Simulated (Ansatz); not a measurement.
SiO2 with two functionals, isotropic strain −1.43 %

The reference is SiO$_{2}$ (space group P4_12_12, No. 92; a = 5.083 Å, c = 7.098 Å).

(Cell as relaxed with PBE.)

Levels (all Ansatz, an electronic-structure program, PAW, earlier PAW set): PBE (420 eV, without spin-orbit coupling); r2SCAN (500 eV, no spin-orbit coupling).

Each level relaxes its own structure.

| base | PBE | r2SCAN |
|---|---|---|
| volume per atom | 15.28 Å³ | 14.29 Å³ |
| lattice parameter a | 5.083 Å | 4.980 Å |
| band gap | 5.52 eV | 6.35 eV |

The change: every lattice vector is shortened by 1.43 %, atoms relaxed at fixed cell.

```csv
quantity,PBE,r2SCAN
shift of the gap caused by the change,+0.07 eV,(withheld)
"valence-band top at Γ (three highest levels, from the VBM)","0.00, -0.31, -0.31 eV",(withheld)
electron mass,0.53 mₑ (at Γ),(withheld)
band gap,5.59 eV,(withheld)
```

Question: What does r2SCAN give?

Answer: 
- shift of the gap caused by the change, r2SCAN: +0.10 eV
- valence-band top at Γ (three highest levels, from the VBM), r2SCAN: 0.00, -0.37, -0.37 eV
- electron mass, r2SCAN: 0.52 mₑ (at Γ)
- band gap, r2SCAN: 6.45 eV

PBE's shift of the gap caused by the change lies 0.025 eV below r2SCAN's; PBE's band gap lies 0.86 eV below r2SCAN's. Neither level is exact; r2SCAN is the comparison here, not a measurement.

Masses are band curvatures over ±0.01 Å⁻¹ around the edge. Whether these cells are dynamically stable was not tested.
